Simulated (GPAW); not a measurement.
Input and output of a self-consistent single point for VN (Fm-3m, 2 atoms in the cell) (GPAW).

Level of theory: PBE+U, GPAW PAW datasets PBE (gpaw-data 1.0.1) (plane waves; GPAW).

```xyz
2
Lattice="0.0000 2.0700 2.0700 2.0700 0.0000 2.0700 2.0700 2.0700 0.0000" Properties=species:S:1:pos:R:3 pbc="T T T"
V      0.0000     0.0000     0.0000
N      2.0700     2.0700     2.0700
```

Reference input (self-consistent single point, DFT PBE, plane waves, GPAW PAW datasets PBE (gpaw-data 1.0.1)): mode = pw; ecut = 900 eV; xc = PBE; kpts = 18 18 18; mesh shift (steps) = 0 0 0; occupations.name = methfessel-paxton; occupations.width = 0.1 eV; occupations.order = 0; nbands = -10; convergence.forces = 0.001 eV/Å; symmetry.symmorphic = false; symmetry.tolerance = 0.0005. This run's input differs from it in these lines:

```diff
@@ -14,2 +14,3 @@
             xc='PBE',
+            setups={'V': ':d,5.0'},
             kpts={'size': (18, 18, 18), 'gamma': True},
```

Log, with long lists cut:

```
     iter     time        total  log10-change:
                         energy   eigst   dens  force
iter:   1 --:--:--   -15.995099
iter:   2 --:--:--   -15.055481   -1.13  -1.04
iter:   3 --:--:--   -13.257743   -1.52  -1.11
iter:   4 --:--:--   -13.500344   -2.52  -1.57
iter:   5 --:--:--   -13.432560   -2.01  -1.42
iter:   6 --:--:--   -13.382552   -3.83  -1.78
iter:   7 --:--:--   -13.362755   -3.96  -2.03
iter:   8 --:--:--   -13.358272   -4.48  -2.30
iter:   9 --:--:--   -13.357142c  -4.34  -2.51
iter:  10 --:--:--   -13.357200c  -5.32  -3.25
iter:  11 --:--:--   -13.357181c  -6.20  -3.14
iter:  12 --:--:--   -13.357184c  -7.82c -3.91
iter:  13 --:--:--   -13.357185c  -7.31  -3.95
iter:  14 --:--:--   -13.357185c  -8.73c -4.01c
iter:  15 --:--:--   -13.357184c  -7.56c -4.04c -23.84c
Converged after 15 iterations.

Dipole moment: (-0.000000, -0.000000, -0.000000) |e|*Ang

Energy contributions relative to reference atoms: (reference = -27302.217066)

Kinetic:         +5.544358
Potential:       -7.636957
External:        +0.000000
XC:             -11.497019
Entropy (-ST):   -0.007190
Local:           +0.236030
SIC:             +0.000000
--------------------------
Free energy:    -13.360779
Extrapolated:   -13.357184

Showing only first 2 kpts
 Kpt  Band  Eigenvalues  Occupancy
  0     7     10.49219    2.00000
  0     8     11.12639    2.00000
  0     9     11.12639    2.00000
  0    10     11.12639    2.00000

  1     7     10.13115    2.00000
  1     8     11.04392    2.00000
  1     9     11.55991    2.00000
  1    10     11.55991    2.00000

Fermi level: 12.70256

No gap
No difference between direct/indirect transitions
Energy (eV): -13.357184

Forces in eV/Ang:
  0 V    -0.00000   -0.00000   -0.00000
  1 N     0.00000    0.00000    0.00000

Stress tensor:
    -0.051029     0.000000     0.000000
     0.000000    -0.051029     0.000000
     0.000000     0.000000    -0.051029
Stress (GPa, Voigt): [-8.1757 -8.1757 -8.1757  0.      0.      0.    ]
```

The run converged in 15 iterations. GPAW prints stress with tension positive. 

At such cutoffs GPAW's stress carries a finite-basis (Pulay) error, which enters relaxed cells too; its log prints stress with tension positive.

The starting cell has typed, rounded lattice constants, without a prior relaxation at this level. Spin polarisation is off, so a magnetic state, if there is one, cannot be reached. The U value is a test value, and with U on an open shell several self-consistent states can exist.

Cost on one core of a shared machine: roughly 70 s.
